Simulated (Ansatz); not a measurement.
The reference is MoSi2 (space group I4/mmm, No. 139; a = 3.1901 Å, c = 7.8220 Å; relaxed with 0.1 eV smearing). Axes: x, y, z lie along a, b, c of the conventional cell.

Calculations: PBEsol in Ansatz (plane waves to 420 eV, PAW, no spin-orbit coupling).

Perturbation: the cell is compressed by 1.00 % along z with no lateral relaxation; the atoms relax in the strained cell.

Problem. Predict the stress tensor and what it implies for the stiffness.

Solution. Stress of the strained cell less that of the base (GPa, compression positive):
```
    1.0     0.0     0.0
    0.0     1.0     0.0
    0.0     0.0     5.4
```

Then −Δσ_ii/ε with ε = -0.0100 gives relaxed-ion elastic constants: C33 ≈ 544 GPa, C13 ≈ 99 GPa and C23 ≈ 99 GPa.

Whether these cells are dynamically stable was not tested. The final runs are not spin-polarised.

Ansatz is a program for electronic structure.
